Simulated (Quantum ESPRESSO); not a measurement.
Troubleshooting Quantum ESPRESSO: a failed run on Mg2Cu (Ibam, 6 atoms in the cell). The aim is a self-consistent single point with DFT, PBEsol, plane waves, SSSP 1.1.2 efficiency (PBE) pseudopotentials.

Cell that was meant: a = 5.2894 Å, b = 5.2894 Å, c = 5.2894 Å, α = 78.66°, β = 120.62°, γ = 72.90°.

Part of the input:

```fortran
 occupations = 'smearing',
 smearing = 'gaussian',
 degauss = 0.0073499,
 input_dft = 'tb09',
/
&ELECTRONS
 conv_thr = 1e-10,
```

Output (repeated stretches shortened):

```
     file Mg.pbe-n-kjpaw_psl.0.3.0.UPF: wavefunction(s)  3S renormalized

 %%%%%%%%%%%%%%%%%%%%%%%%%%%%%%%%%%%%%%%%%%%%%%%%%%%%%%%%%%%%%%%%%%%%%%%%%%%%%%
     Error in routine set_dft_from_name (2):
     libxc needed for this functional
 %%%%%%%%%%%%%%%%%%%%%%%%%%%%%%%%%%%%%%%%%%%%%%%%%%%%%%%%%%%%%%%%%%%%%%%%%%%%%%

     stopping ...
```

**Question.** From the messages shown, name the fault and mend the input.

**Answer.** The fault is a functional that needs a library missing from this build. The functional is available through Libxc alone, and this build has none. To fix it, use a built-in functional, or a build with Libxc. The program stopped before any SCF iteration.

The sound input it was made from differs as follows (other fixes are possible):
```diff
- input_dft = 'tb09',
+ input_dft = 'pbesol',
```

With that input, the run converged in 33 iterations: free energy E − TS -12759.8573 eV; Fermi level (on the code's own zero) 6.29 eV; pressure -2.83 GPa; largest force (vector length) 0.085 eV/Å (DFT, PBEsol, plane waves, SSSP 1.1.2 efficiency (PBE) pseudopotentials).

On the sound input: the starting cell comes from a database of computed structures (which also holds hypothetical and non-ambient phases and stackings), without a prior relaxation at this level. Spin polarisation is off.
